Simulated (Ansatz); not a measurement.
Start from CdSe in the zinc blende structure (space group F-43m, No. 216; a = 6.1333 Å).

The change: cell and atoms relaxed at a pressure of 2.1 GPa.

Levels (all Ansatz, a first-principles code, PAW): r2SCAN (500 eV, no spin-orbit coupling); HSE06+SOC (420 eV, spin-orbit coupling included).

The geometry is relaxed with r2SCAN.

r2SCAN band gap: 1.12 eV
r2SCAN valence-band top at Γ: 0.00, 0.00, 0.00 eV

How does going to HSE06+SOC change the band gap and valence-band top at Γ?

The band gap rises by 0.32 eV (1.12 eV → 1.44 eV); the valence-band top at Γ (three highest Kramers pairs, from the VBM) becomes 0.00, 0.00, -0.41 eV (r2SCAN: 0.00, 0.00, 0.00 eV). The threefold valence maximum splits by Δso ≈ 0.41 eV.

Single points use the geometry relaxed with r2SCAN. Their cutoffs differ, which shifts pressures a little. The spin-orbit shifts are approximate. Load acts through the strain it causes; cell and atoms are relaxed under it. Whether these cells are dynamically stable was not tested. Tetrahedral semiconductors of this kind turn to denser phases somewhere between about 1 and 50 GPa; those were not computed, so compressed cells here can lie past the real transition.
